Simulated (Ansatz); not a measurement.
We consider Hg (R-3m, No. 166, 1 atom in the cell), described by BLYP (PAW; Ansatz, an electronic-structure program).

The input as run:

Ansatz 0.2 input:
```yaml
crystal:
  lattice:
    - [2.435072, -1.728705, 0.0]
    - [2.435072, 1.728705, 0.0]
    - [1.20783, 0.0, 2.731143]
  atoms:
    - { symbol: Hg, position: [0.0, 0.0, 0.0] }
basis:
  ecutwfc: 520
  ecutrho_ratio: 4
  xc_grid: 2
kpoints:
  mp_grid: { grid: [20, 20, 20] }
hamiltonian:
  xc: blyp
  dispersion: none
  pseudopotentials: { kind: paw }
scf:
  occupations: { method: fermi_dirac, width: 0.05 }
  convergence: { dr2_threshold: 0.0000000001 }
output:
  forces: false
  stress: true
  eigenvalues: true
```

Question: How many irreducible k-points, plane waves at Γ does the program set up, and what pressure does the run end with?

Answer: 781 irreducible k-points, 609 plane waves at Γ; P = 13.08 GPa, so the cell is compressed on average and its volume would grow at this level.

From the output:

```
Crystal: 1 atoms, lattice volume = 22.994 Å³
Basis set: ecut = 520 eV, 609 PW (Γ), exchange–correlation on 48×48×48 points (8 copies of the dense FFT grid, shifted against one another)
Bands: 14, of which v1, the nominal top of the filled ones, is band 10 counted from 1 (9 counted from 0)
Symmetry: 12 space group operations
Space group: R-3m (ITA 166), of the structure as read, at distance tolerance 2.8e-5 Å
k-points: 781 of 8000
Functional: x = b88, c = lyp
SCF iter   1: F=—  HF=-13840.658263 eV  |F-HF|=—  |Δ(HF+E_count)|=         —  Δρ=5.12e-3  dr2=4.73e-3
SCF iter   2: F=—  HF=-13840.658863 eV  |F-HF|=—  |Δ(HF+E_count)|=   6.00e-4  Δρ=3.40e-3  dr2=2.56e-3
  ...
SCF iter   6: F=—  HF=-13840.659079 eV  |F-HF|=—  |Δ(HF+E_count)|=   5.67e-7  Δρ=3.84e-6  dr2=2.73e-9
SCF iter   7: F=-13840.659079 eV  HF=-13840.659079 eV  |F-HF|=4.37e-11  |Δ(HF+E_count)|=   5.18e-9  Δρ=2.76e-7  dr2=1.38e-11
SCF 1 converged in 7 iterations: F = -13840.659079 eV  dr2 = 1.38e-11
SCF converged after 7 iterations
Free energy (F): -13840.659079 eV
Internal energy: -13840.656224 eV  (E = F + TS)
E sigma→0 (E₀):  -13840.657651 eV
Fermi energy:    15.940704 eV
--- Stress (GPa, compression-positive) ---
       13.466103      -0.000000       0.291770
       -0.000000      12.816789      -0.000000
        0.291770      -0.000000      12.947896
  P = ⅓ Tr σ = 13.0769 GPa (130.769 kbar)
```

The PAW data were made under PBE.

Note: the published cell lies under more than 10 GPa at this level: another phase or state, or a fault of the cell, is possible. Note: cell and atoms aren't relaxed at this level (pressure 13.1 GPa).
